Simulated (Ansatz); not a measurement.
SrTaNO₂ (Pmc2₁, No. 26, 10 atoms in the cell; start mp-1101327), treated with LDA (plane waves, PAW; Ansatz, an electronic-structure program).

Numerical settings: plane-wave cutoff 520 eV, 8×6×6 k mesh (along the axes of the cell as run), Fermi–Dirac smearing 0.01 eV, scalar-relativistic PAW data made under PBE.

Cell (relaxed at this level):

```xyz
10
Lattice="3.9375 0.0000 0.0000 0.0000 5.6918 0.0000 0.0000 0.0000 5.6852" Properties=species:S:1:pos:R:3 pbc="T T T"
Sr     1.9688     4.3204     2.9521
Sr     1.9688     1.3714     0.1095
Ta     0.0000     4.1996     0.0826
Ta     0.0000     1.4923     2.9252
N      0.0000     2.7418     4.3542
N      0.0000     2.9500     1.5116
O      1.9688     4.4154     5.6177
O      1.9688     1.2764     2.7751
O      0.0000     5.5305     4.0494
O      0.0000     0.1614     1.2068
```

Q: Predict the band gap.

A: 
- band gap = 1.00 eV (on the SCF k mesh)

Note: the relaxation could not lower the start's symmetry, so the cell can be a saddle point above a distorted one.

Spin–orbit coupling is not included.

Computed values are for the static lattice.

A start named mp-… is a Materials Project structure, which need not be a measured phase.
